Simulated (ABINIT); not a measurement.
A self-consistent single point of Cs2AlCuCl6 (Fm-3m, 10 atoms in the cell) with ABINIT.

Method: PBEsol, PAW (JTH v2.0 PBE PAW, files made for PBE) (plane waves; ABINIT 10.0.3).

```
CELL_PARAMETERS angstrom
      0.00000     5.05301     5.05301
      5.05301     0.00000     5.05301
      5.05301     5.05301     0.00000
ATOMIC_POSITIONS crystal
  Cs 0.75000 0.75000 0.75000
  Cs 0.25000 0.25000 0.25000
  Al 0.00000 0.00000 0.00000
  Cu 0.50000 0.50000 0.50000
  Cl 0.76341 0.23659 0.23659
  Cl 0.23659 0.76341 0.76341
  Cl 0.23659 0.76341 0.23659
  Cl 0.76341 0.23659 0.76341
  Cl 0.23659 0.23659 0.76341
  Cl 0.76341 0.76341 0.23659
```

Reference input (self-consistent single point, DFT, PBEsol, plane waves, PAW (JTH v2.0 PBE PAW, files made for PBE)): pseudos = [Cs.GGA_PBE-JTH.xml, Al.GGA_PBE-JTH.xml, Cu.GGA_PBE-JTH.xml, Cl.GGA_PBE-JTH.xml]; ecut = 816 eV; pawecutdg = 1633 eV; ixc = -116133; occopt = 3; tsmear = 0.02 eV; ngkpt = 3 3 3; nshiftk = 1; shiftk = 0 0 0; potentials = JTH v2.0 PBE PAW; nband = 52; kptopt = 1. This run's input differs from it in these lines:

```diff
@@ -30,3 +30,3 @@
 kptopt 1
-ngkpt 3 3 3
+ngkpt 2 2 2
 nshiftk 1
```

Log, with long lists cut:

```
--- !BeginCycle
solver: {iscf: 17, nstep: 50, nline: 4, wfoptalg: 10, }
tolerances: {tolvrs: 1.00E-12, }
...

     iter   Etot(hartree)      deltaE(h)  residm     nres2
 ETOT  1  -328.70539603008    -3.287E+02 5.116E+01 5.775E+01
 ETOT  2  -332.23595121790    -3.531E+00 5.486E-02 1.293E+02
 ETOT  3  -331.99476357140     2.412E-01 9.615E-02 2.343E+01
 ETOT  4  -331.98497644316     9.787E-03 9.321E-03 5.845E+00
 ETOT  5  -331.97752720907     7.449E-03 3.654E-03 1.543E+00
   [... 12 lines left out ...]
 ETOT 18  -331.97560430678     2.223E-11 5.656E-04 1.625E-11
 ETOT 19  -331.97560430681    -2.973E-11 3.335E-04 1.417E-11
 ETOT 20  -331.97560430678     3.013E-11 1.613E-04 1.201E-12
 ETOT 21  -331.97560430680    -1.381E-11 9.381E-05 4.436E-13
 At SCF step   21       nres2   =  4.44E-13 < tolvrs=  1.00E-12 =>converged.

 Cartesian components of stress tensor (hartree/bohr^3)
  sigma(1 1)=  7.14505935E-05  sigma(3 2)=  0.00000000E+00
  sigma(2 2)=  7.14505935E-05  sigma(3 1)=  0.00000000E+00
  sigma(3 3)=  7.14505935E-05  sigma(2 1)=  0.00000000E+00

 ----iterations are completed or convergence reached----

 reduced coordinates (array xred) for   10 atoms
       0.750000000000      0.750000000000      0.750000000000
       0.250000000000      0.250000000000      0.250000000000
       0.000000000000      0.000000000000      0.000000000000
       0.500000000000      0.500000000000      0.500000000000
       0.763410000000      0.236590000000      0.236590000000
       0.236590000000      0.763410000000      0.763410000000
   [... lines left out ...]
 Fermi (or HOMO) energy (hartree) =   0.10029   Average Vxc (hartree)=  -0.33635
 Fermi (or HOMO) energy (eV) =   2.72907   Average Vxc (eV)=  -9.15244
   [... lines left out ...]
'-kT*entropy'       : -9.03115847089176E-09
total_energy        : -3.31975604277067E+02
total_energy_eV     : -9.03351560013872E+03
...

-Cartesian components of stress tensor (GPa)         [Pressure= -2.1021E+00 GPa]
- sigma(1 1)=  2.10214868E+00  sigma(3 2)=  0.00000000E+00
- sigma(2 2)=  2.10214868E+00  sigma(3 1)=  0.00000000E+00
- sigma(3 3)=  2.10214868E+00  sigma(2 1)=  0.00000000E+00

 Calculation completed.
```

The run converged in 21 iterations. 

The starting cell comes from a database of computed structures (which also holds hypothetical and non-ambient phases and stackings), without a prior relaxation at this level. The potentials were made for another functional than the one used.

These are the values that this program gave, and no reference: the one-centre exchange-correlation terms come from a truncated expansion.

Cost on one core of a shared machine: roughly 2 min.
